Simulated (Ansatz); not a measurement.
Ansatz (a program for electronic structure) run on PbBrF (P4mm, 6 atoms in the cell): relaxation of the atoms.

Level of theory: LDA (PW92), default PAW files made with PBE (plane waves; Ansatz).

The change in words: one atom moved by 0.15 angstrom; relax: default → atoms; relax.f_tol: default → 0.05 eV/Å. Reference geometry:
```xyz
6
Lattice="4.1976 0.0000 0.0000 0.0000 4.1976 0.0000 0.0000 0.0000 7.6853" Properties=species:S:1:pos:R:3 pbc="T T T"
Pb     0.0000     2.0988     6.2205
Pb     2.0988     0.0000     1.4648
Br     2.0988     0.0000     5.0164
Br     0.0000     2.0988     2.6689
F      2.0988     2.0988     0.0000
F      0.0000     0.0000     0.0000
```

Reference input (self-consistent single point, DFT, LDA (PW92), plane waves, default PAW files made with PBE): basis.ecutwfc = 30.9 Ry; kpoints.mp_grid.grid = 6 6 4; hamiltonian.xc = lda; hamiltonian.pseudopotentials = {kind: paw} (the program's default PAW files); scf.occupations.method = fermi_dirac; scf.occupations.width = 0.0037 Ry. This run's input differs from it in these lines:

```diff
@@ -7,3 +7,3 @@
   atoms:
-    - { symbol: Pb, position: [0.00000000, 0.50000000, 0.80940000] }
+    - { symbol: Pb, position: [0.00000000, 0.50000000, 0.82891800] }
     - { symbol: Pb, position: [0.50000000, 0.00000000, 0.19060000] }
@@ -26,2 +26,4 @@
     width: 0.0037 Ry
+relax:
+  f_tol: 0.05
 output:
```

Output, abridged:

```
   [... SCF lines of the steps left out ...]
relax step   1: F+E_penalty+E_count = -30184.08188612 eV  Δ(F+E_penalty+E_count) = +0.000e0 eV  max|allowed force component| = 5.107e-1 eV/Å  Δτ_max = 0.0000 Å  (6 SCF iters, dr2 threshold 6.25e-5 eV, accepted)
relax step   2: F+E_penalty+E_count = -30184.09826868 eV  Δ(F+E_penalty+E_count) = -1.638e-2 eV  max|allowed force component| = 2.980e-1 eV/Å  Δτ_max = 0.0871 Å  (5 SCF iters, dr2 threshold 1.63e-5 eV, accepted)
relax step   3: F+E_penalty+E_count = -30184.10961263 eV  Δ(F+E_penalty+E_count) = -1.134e-2 eV  max|allowed force component| = 6.781e-2 eV/Å  Δτ_max = 0.0355 Å  (6 SCF iters, dr2 threshold 5.55e-6 eV, accepted)
relax step   4: F+E_penalty+E_count = -30184.11298763 eV  Δ(F+E_penalty+E_count) = -3.375e-3 eV  max|allowed force component| = 7.526e-3 eV/Å  Δτ_max = 0.0419 Å  (6 SCF iters, accepted)
the relaxation is at rest under the 8 symmetry operations that the run kept from its start: a minimum is not shown …
Free energy (F): -30184.112988 eV
Internal energy: -30184.112988 eV  (E = F + TS)
E sigma→0 (E₀):  -30184.112988 eV
Fermi energy:    6.605604 eV
--- Forces (eV/Å), atoms counted from 1 ---
  atom   1  Pb     0.00000000     0.00000000     0.00108638
  atom   2  Pb    -0.00000000     0.00000000    -0.00753442
  atom   3  Br     0.00000000     0.00000000     0.00401491
  atom   4  Br    -0.00000000     0.00000000     0.00187495
  atom   5  F      0.00000000     0.00000000     0.00025522
  atom   6  F     -0.00000000     0.00000000     0.00025522
--- Stress (GPa, compression-positive) ---
   [... lines left out ...]
  atoms:
    - { symbol: Pb, position: [2.523484096118819e-34, 0.5, 0.8179890436691156] }
    - { symbol: Pb, position: [0.5, 0.0, 0.1891413237603423] }
    - { symbol: Br, position: [0.5, 0.0, 0.6614007334282136] }
    - { symbol: Br, position: [-2.0646688059153976e-34, 0.5, 0.3444389519701477] }
    - { symbol: F, position: [0.5, 0.5, 0.00327397358609047] }
    - { symbol: F, position: [1.1470382255085541e-34, 0.0, 0.00327397358609047] }
```

The run converged.  The full log also holds: “iter 5 did not close the SCF: its close was put off for the readings that it lacked (scf_convergence_deferred on its scf_iter line)”. The full log also holds: “iter 4 did not close the SCF: its close was put off for the readings that it lacked (scf_convergence_deferred on its scf_iter line)”.

Summary of the result:
- Free energy E − TS (on the zero of these files) = -30184.1130 eV
- Top of the valence band (on the code's own zero) = 5.46 eV
- Gap on the k-point mesh = 2.26 eV
- Pressure = -3.61 GPa
- Largest force (vector length) = 0.008 eV/Å
- Relaxation steps = 4

The starting cell comes from a database of computed structures (which also holds hypothetical and non-ambient phases and stackings), without a prior relaxation at this level. Its lattice was rescaled by up to half a per cent. For this run, on top of that: one atom moved by 0.15 angstrom. Spin-orbit coupling is off. The relaxation keeps the symmetry of its start, so its end need not be a minimum. Ansatz's pressure includes its estimate of the finite-basis (Pulay) stress.

Cost on one core of a shared machine: roughly 40 s.

Keys are those of Ansatz 0.2.
